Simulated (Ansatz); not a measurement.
A stack in vacuum: 3 layers of germanene, started at antiparallel, shifted by (2/3,1/3) (facing atoms over hollows or bridges; germanene a predicted or substrate-bound sheet, here free).

Level of theory: PBE+D3(BJ) (plane waves to 420 eV, PAW; Ansatz, a first-principles code). Scalar-relativistic, without spin–orbit coupling. Its k-point mesh 12×12×1, Fermi–Dirac width 0.05 eV. A dipole correction is on.

Q: Predict its spacing.

A: 
- gap between facing atomic planes: 2.44, 2.43 Å
- step of the vacuum level across the stack (top less bottom): +0.26 eV
- work functions of the lower and upper faces: 4.29 and 4.56 eV
